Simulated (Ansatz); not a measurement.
The starting structures come from a database of crystals and need not be the phases stable at ambient conditions.

Inside the gap of an insulator the Bloch states are evanescent, with a wavenumber k + iκ along the transport direction.

Data:

```yaml
crystal:
  lattice:
    - [4.19706, 0.00015, 0.00000]
    - [0.00339, 5.93426, 0.00000]
    - [-2.09684, 2.96706, 2.09763]
  atoms:
    - { symbol: Pb, position: [0.04401, 0.02201, 0.00000] }
    - { symbol: S, position: [0.04477, 0.52239, 0.00000] }
```

Space group of this cell: R3m, rock salt. The cell was relaxed by PBE-D3(BJ); by r2SCAN its mean pressure is 1.2 GPa.

Transport runs along the normal of the first two printed cell vectors, the (110) plane of the conventional cell.

The gap is the functional's own, uncorrected, and κ follows it; spin-orbit coupling is left out. Mid-gap values are interpolated between the computed energies.

Q: Estimate the band gap and the smallest decay constant κ at mid-gap that r2SCAN run with Ansatz (a first-principles code) returns for this system.

A: Gap 0.61 eV on a 14×14×14 mesh; κ = 0.082 1/Å, at (0.000, 0.500) of the in-plane reciprocal vectors. At the zone centre, at the nearest computed energy, the slowest state has κ = 0.16 1/Å.
